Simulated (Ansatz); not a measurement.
Consider interstitial O in monoclinic ZrO2 strained by +1.5 % along x and y, z held, charge state -2. The step: a concerted move, in which O travels most; the atom moves 2.78 Å along (-0.28, -0.29, -0.38) of the unit cell; the moving atom starts with neighbours O at 2.31, O at 2.61; Zr at 2.07, Zr at 2.16, Zr at 2.36, Zr at 2.43 Å and ends with O at 2.37, O at 2.40, O at 2.54, 2 O at 2.66; Zr at 2.09, Zr at 2.16, Zr at 2.17 Å. DFT values are from Ansatz (plane-wave PAW, 420 eV unless said) in a cell of 96 host sites, spin-restricted, static, with no finite-size correction. The charge state is imposed; whether it is stable for some Fermi level was not computed. Sites that were not tried may lie lower. The start lies 0.31 eV above the lowest site run (PBE). For the PBE band: the saddle point's order was not checked.

```json
[
 {"Level": "PBE, the Γ point alone, band relaxed", "Forward barrier (eV)": "0.65", "Cost of the band or of the saddle's single point": "roughly 50 core-minutes"},
 {"Level": "PBE, a 2×2×2 k-point mesh shifted by half a step, same geometries", "Forward barrier (eV)": "0.67", "Cost of the band or of the saddle's single point": "roughly 8 core-minutes"}
]
```

Ansatz is a quantum-chemistry and plane-wave program.
